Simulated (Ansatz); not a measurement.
Consider these faces of rock-salt HfN, relaxed from ideal cuts in 1x1 cells: (110), (210), (211), (221).

All values below come from PBE (plane waves to 420 eV, PAW; Ansatz, a program for electronic structure).

Order them by surface energy (lowest first) at the level PBE.

(210) (2.09 J/m²), (211) (2.28 J/m²), (221) (2.36 J/m²), (110) (2.60 J/m²)
